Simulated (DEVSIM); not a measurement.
**abrupt GaP n-p junction**

Structure: abrupt GaP n-p junction, at 300 K.

```csv
layer (left to right),material,thickness (μm),Nd (cm⁻³),Na (cm⁻³),τn (s),τp (s)
1,GaP,0.0720,2.5e16,-,2.1e-7,2.1e-7
2,GaP,0.890,-,3.6e17,2.1e-7,2.1e-7
```

Left contact: ohmic. Right contact: ohmic. Voltage is applied to the left contact. Recombination: SRH at mid-gap, radiative, Auger. Mobility is constant in doping.

The device is made up for the run: typed textbook-type constants, with dimensions and the other settings drawn at random. Values at 300 K.

| parameter | GaP |
|---|---|
| gap (eV) | 2.26 |
| affinity (eV) | 3.8 |
| permittivity | 11.1 |
| Nc (cm⁻³) | 1.8e19 |
| Nv (cm⁻³) | 1.9e19 |
| μn (cm²/Vs) | 250 |
| μp (cm²/Vs) | 150 |
| B (cm³/s) | 1e-13 |
| Cn (cm⁶/s) | 1e-30 |
| Cp (cm⁶/s) | 1e-30 |

DEVSIM, 1D drift-diffusion, Boltzmann statistics, complete ionisation; no tunnelling, impact ionisation, image-force lowering or self-heating.

* **Potential step across the device at zero bias**: 1.987 V
* **Largest field in the device at zero bias**: 230000 V/cm
* **Dark forward voltage at 1 A/cm²**: 1.667 V
* **Dark forward voltage at 100 A/cm²**: 1.806 V

Dark forward current:

(V (V), J (A/cm²)): (-0.70, -3.0e-13); (-0.75, -8.3e-13); (-0.80, -2.3e-12); (-0.85, -6.2e-12); (-0.90, -1.7e-11); (-0.95, -5.0e-11); (-1.00, -1.5e-10); (-1.05, -5.0e-10); (-1.10, -1.9e-9); (-1.15, -9.0e-9); (-1.20, -4.9e-8); (-1.25, -2.9e-7); (-1.30, -1.8e-6); (-1.35, -1.1e-5); (-1.40, -6.8e-5); (-1.45, -0.00043); (-1.50, -0.0026); (-1.55, -0.016); (-1.60, -0.095); (-1.65, -0.56); (-1.70, -3.1); (-1.75, -17); (-1.80, -83); (-1.85, -350); (-1.90, -1200); (-1.95, -2800)
